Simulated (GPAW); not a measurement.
GPAW 25.7.0, DFT, PBE, plane waves, PAW datasets of gpaw-data 1.0.1: bcc Fe, atoms displaced, 2 atoms, spin-polarised from a ferromagnetic start (3 μB on Fe). Basis and mesh were picked for this test and aren't claimed converged.

```json
{
 "cell": "2.87, 2.87, 2.87 Å; 90, 90, 90°",
 "distance_to_the_nearest_atom": "2.44 to 2.44 Å",
 "task": "scf",
 "mode.name": "pw",
 "mode.ecut": "500 eV",
 "xc": "PBE",
 "k mesh": "8×8×8",
 "kpts.gamma": "true",
 "occupations.name": "fermi-dirac",
 "occupations.width": "0.1 eV",
 "convergence.density (electrons an electron)": "1e-05",
 "maxiter": "150",
 "parallel.kpt": "8",
 "parallel.band": "1",
 "parallel.domain": "1",
 "parallel.sl_auto": "false",
 "parallel.augment_grids": "true",
 "eigensolver.name": "dav (default)",
 "eigensolver.niter": "2 (default)",
 "mixer.method": "difference (default)",
 "convergence.eigenstates (eV² an electron)": "4e-08 (default)",
 "convergence.energy (eV an electron)": "0.0005 (default)",
 "k-points after symmetry (for each spin)": "260",
 "bands": "18",
 "electrons": "16",
 "plane_waves": "624",
 "coarse_grid": "15*15*15",
 "symmetry_operations": "1"
}
```

Machine: one whole node, AMD EPYC (Zen 5), 96 cores on 1 socket, no SMT, 12 L3 cache groups; 94 cores' worth of CPU time may be used.

Wall times, medians of two to five repeats, each run alone on the node (launch to exit). Processes are pinned to neighbouring cores unless said otherwise. The build: conda-forge: Open MPI, OpenMP, OpenBLAS, FFTW, ScaLAPACK, ELPA; another build can shift the numbers. Scratch files lie in a memory file system.

All on 8 ranks. Base settings, kept where nothing else is said: mixer.beta = 0.05 (default), mixer.nmaxold = 5 (default), mixer.weight = 50 (default), mixer.backend = pulay (default). The candidates, on 8 cores each, agree within 1.0 meV/atom in energy, 10 meV/Å in forces (largest component), 0.020 μB in site moments:
A. mixer.beta = 0.2, mixer.nmaxold = 8, mixer.weight = 10
B. the base settings
C. mixer.beta = 0.2, mixer.backend = fft
D. mixer.beta = 0.1, mixer.nmaxold = 10

Task: Which choice gives the shortest wall time?

Result: A and C, at 6.2 s to 6.4 s, level within 8 % or the scatter of repeats. At the other end B takes 1.4× as long.

```json
[
 {"candidate": "A", "wall time": "6.2 s", "repeats": "2 runs within 1 %", "SCF iterations": "14"},
 {"candidate": "C", "wall time": "6.4 s", "repeats": "2 runs within 1 %", "SCF iterations": "15"},
 {"candidate": "D", "wall time": "8.2 s", "repeats": "2 runs within 1 %", "SCF iterations": "22"},
 {"candidate": "B", "wall time": "8.7 s", "repeats": "2 runs within 1 %", "SCF iterations": "24"}
]
```

From the slowest to the fastest: The largest move is in the band solver (Davidson, Orthonormalize): 5.0 s to 2.9 s.
